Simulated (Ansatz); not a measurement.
We consider Si (model structure, P-43m, No. 215, 7 atoms in the cell), described by r²SCAN in Ansatz (PAW).

Numerical settings: plane-wave cutoff 560 eV, 10×10×10 k mesh, Fermi–Dirac smearing 0.05 eV, scalar-relativistic PAW data made under PBE.

Cell (relaxed at this level):

```xyz
7
Lattice="5.2928 0.0000 0.0000 0.0000 5.2928 0.0000 0.0000 0.0000 5.2928" Properties=species:S:1:pos:R:3 pbc="T T T"
Si     1.2647     1.2647     1.2647
Si     0.0000     2.6464     2.6464
Si     1.2647     4.0281     4.0281
Si     2.6464     0.0000     2.6464
Si     4.0281     1.2647     4.0281
Si     2.6464     2.6464     0.0000
Si     4.0281     4.0281     1.2647
```

Question: Give the computed bulk modulus.

Answer: 
- bulk modulus = 42.4 GPa

The run finds no gap.

Note: the bulk modulus is −V dP/dV from two relaxed cells at ±2 % in volume; the relaxation could raise the start's symmetry but not lower it, so the cell can be a saddle point.

Computed values are for the static lattice.

Cost on a shared machine: very roughly 2.8 core-minutes.

A model structure was made by putting elements into a prototype or built by hand; it is no filed structure, need not be a known phase, and can be a saddle point held by its symmetry.

Ansatz is an electronic-structure program.
